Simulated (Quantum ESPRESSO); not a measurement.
A working Quantum ESPRESSO input for YAlNi (P-62m, 9 atoms in the cell) (DFT, PBEsol, plane waves, PSlibrary PAW (PBE) pseudopotentials):

```fortran
&control
   calculation = 'scf'
   prefix = 'YAlNi'
   outdir = './tmp'
   pseudo_dir = './'
   tprnfor = .true.
   tstress = .true.
/
&system
   ibrav = 0
   nat = 9
   ntyp = 3
   ecutwfc = 50
   ecutrho = 350
   occupations = 'smearing'
   smearing = 'marzari-vanderbilt'
   degauss = 0.019992
   input_dft = 'pbesol'
/
&electrons
   conv_thr = 1.0e-11
/
ATOMIC_SPECIES
Y     88.9058  Y.pbe-spn-kjpaw_psl.1.0.0.UPF
Al    26.9815  Al.pbe-n-kjpaw_psl.1.0.0.UPF
Ni    58.6934  Ni.pbe-n-kjpaw_psl.1.0.0.UPF
ATOMIC_POSITIONS crystal
Y     0.00000000    0.58304000    0.00000000
Y     0.58304000    0.00000000    0.00000000
Y     0.41696000    0.41696000    0.00000000
Al    0.23254000    0.00000000    0.50000000
Al    0.76746000    0.76746000    0.50000000
Al    0.00000000    0.23254000    0.50000000
Ni    0.66666667    0.33333333    0.50000000
Ni    0.33333333    0.66666667    0.50000000
Ni    0.00000000    0.00000000    0.00000000
K_POINTS automatic
3 3 5  0 0 0
CELL_PARAMETERS angstrom
   7.08852408     0.00000000     0.00000000
  -3.54426204     6.13884193     0.00000000
   0.00000000     0.00000000     3.97225700
```

The run converged in 20 iterations: free energy E − TS -20428.7522 eV; Fermi level (on the code's own zero) 9.87 eV; pressure -7.80 GPa; largest force (vector length) 0.173 eV/Å. Each of these slips is then made, one at a time:

(1)
```diff
-CELL_PARAMETERS angstrom
-   7.08852408     0.00000000     0.00000000
-  -3.54426204     6.13884193     0.00000000
-   0.00000000     0.00000000     3.97225700
```

(2)
positions typed to 2 decimals

Predict the outcome of each change.


(1) No cell vectors for a free lattice. The program stopped before any SCF iteration.
```
Error in routine cell_base_init (1):
ibrav=0: must read cell parameters
```

(2) A symmetry setting or precision that does not fit the structure. The run converged in 21 iterations without an error; against the sound input the free energy goes up by 1.7 meV/atom, the pressure hardly changes (-7.80 to -7.76 GPa) and the largest force goes from 0.173 to 0.272 eV/Å. The full log also holds: “c_bands:  1 eigenvalues not converged”.

The starting cell comes from a database of computed structures (which also holds hypothetical and non-ambient phases and stackings), without a prior relaxation at this level. Its lattice was rescaled by a random factor within 2.5 % of one. Spin polarisation is off. In the base run, with a pressure of about -8 GPa the cell is away from its equilibrium volume at this level.

Left out of this page: 3 runs of the series outside the window shown, repeating another row's setting, or not comparable.
